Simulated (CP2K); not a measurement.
Band structure of BiO2 (P4_2/mnm, 6 atoms in the cell).

```xyz
6
Lattice="4.9860 0.0000 0.0000 0.0000 4.9860 0.0000 0.0000 0.0000 3.4457" Properties=species:S:1:pos:R:3 pbc="T T T"
Bi     2.4930     2.4930     0.0000
Bi     0.0000     0.0000     1.7228
O      3.4506     1.5354     1.7228
O      1.5354     3.4506     1.7228
O      0.9576     0.9576     0.0000
O      4.0284     4.0284     0.0000
```

Method of the run: LDA (Pade form), GPW, DZVP-MOLOPT-SR-GTH basis, GTH-PADE potentials (GTH_POTENTIALS) in CP2K.

Settings: CUTOFF = 450 Ry; REL_CUTOFF = 50 Ry; SMEAR/METHOD = GAUSSIAN; SIGMA = 0.05 eV; KPOINTS/SCHEME = MONKHORST-PACK 6 6 9; GAMMA_CENTERED = T; XC_FUNCTIONAL = PADE; Bi/BASIS_SET = DZVP-MOLOPT-SR-GTH-q5; Bi/POTENTIAL = GTH-PADE-q5; O/BASIS_SET = DZVP-MOLOPT-SR-GTH-q6; O/POTENTIAL = GTH-PADE-q6; METHOD = GPW; EPS_DEFAULT = 1e-10; EXTRAPOLATION = USE_GUESS.

The starting cell comes from a database of computed structures (which also holds hypothetical and non-ambient phases and stackings), without a prior relaxation at this level. Its lattice was rescaled by a random factor within 2.5 % of one. Spin-orbit coupling is off. Values carry the incompleteness of an atom-centred basis. The run gives no clean gap (levels at the Fermi energy touch, overlap or are partly filled at this smearing), which alone does not show that the compound is a metal.

Levels in eV from the Fermi level, bands 14 to 19:
```
point     14     15     16     17     18    19
-----  -----  -----  -----  -----  -----  ----
Γ      -2.97  -2.05  -2.05  -1.46   0.64  2.47
X      -2.87  -1.99  -1.99  -0.61  -0.61  3.19
M      -3.04  -2.18  -2.18  -0.58  -0.58  3.64
Z      -2.76  -2.54  -2.54   0.70   0.70  6.17
R      -2.34  -2.25  -2.25   0.95   0.95  4.00
A      -2.31  -2.05  -2.05  -0.37  -0.37  5.60
```

Bands cross the Fermi level along this path, so the cell is metallic at this level.

Higher empty bands are left out: an atom-centred basis made for the valence describes them poorly.
